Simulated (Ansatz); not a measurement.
Take PbTe in the zinc blende structure (space group F-43m, No. 216; a = 7.2844 Å; a hypothetical phase, not in the database extracts checked) as the base. Axes: x, y, z lie along the cube axes.

Method: r2SCAN (Ansatz, a quantum-chemistry and plane-wave program), without spin-orbit coupling.

Base values:

- Smallest direct gap: 1.37 eV
- Band gap: 0.75 eV
- Pressure: 0.00 GPa

Now apply this change: biaxial strain −1.52 %, plane normal [111], relaxed out of plane (Cartesian); in-plane vectors clamped, the third vector and the atoms free.

### Question
What happens to the smallest direct gap?

### Answer
The smallest direct gap goes up by 0.06 eV to 1.43 eV.

### Question
What happens to the out-of-plane strain?

### Answer
The out-of-plane strain amounts to +4.17 %.

### Question
What does the calculation give for the band gap after the change?

### Answer
The band gap increases by 0.05 eV, from 0.75 eV to 0.80 eV.

### Question
How does this affect the pressure?

### Answer
The pressure (mean of the normal stresses, compression positive) goes from zero to -0.36 GPa.

Spin-orbit coupling, missing from the scalar runs, can matter with Pb and Te. Whether these cells are dynamically stable was not tested. Under biaxial strain −1.52 %, plane normal [111], relaxed out of plane the cell ends below the base's energy or with stress of the wrong sign: the atoms slid into a distortion or the cell is elastically unstable, so the base is not a stable minimum at this level.
